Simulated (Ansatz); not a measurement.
## What biaxial strain +2.50 %, plane normal [111], relaxed out of plane does to BAs

The parent structure is BAs in the zinc blende structure (space group F-43m, No. 216; a = 4.784 Å). Axes: x, y, z lie along the cube axes.

Now apply this change: biaxial strain +2.50 %, plane normal [111], relaxed out of plane (Cartesian); in-plane vectors clamped, the third vector and the atoms free.

Method: r2SCAN (Ansatz, a first-principles code), scalar-relativistic without spin-orbit coupling. k-mesh 12×12×12 (Γ-centred); smearing 0.05 eV (Fermi–Dirac).

| quantity | base | changed | shift |
|---|---|---|---|
| volume per atom | 13.69 Å³ | 14.31 Å³ | +0.62 Å³ |
| space group | F-43m (No. 216) | R3m (No. 160) | – |
| shortest interatomic distance | 2.071 Å | 2.073 Å | +0.002 Å |
| energy relative to the base (free energy F) | 0 meV/atom | +19 meV/atom | +19 meV/atom |
| pressure (mean of the normal stresses, compression positive) | 0.0 kbar | -56.3 kbar | -56.3 kbar |
| band gap | 1.38 eV | 1.28 eV | -0.10 eV |
| gap character | – | indirect, Γ → F–Γ (18 % along) | – |
| smallest direct gap | 3.44 eV | 3.12 eV | -0.312 eV |
| hole mass | – | 0.12 mₑ out of plane, 0.44 mₑ in plane (at Γ) | – |
| valence-band top at Γ (three highest levels, from the VBM) | 0.00, 0.00, 0.00 eV | 0.00, -0.17, -0.17 eV | – |
| out-of-plane strain | – | -0.48 % | – |
| ratio −ε⊥/ε∥ | – | 0.19 | – |
| mean in-plane stress (compression positive) | – | -8.4 GPa | – |

Masses are band curvatures over ±0.01 Å⁻¹ around the edge. Stability against distortions was not tested. Labels are those of the standard path for the cell's own space group.
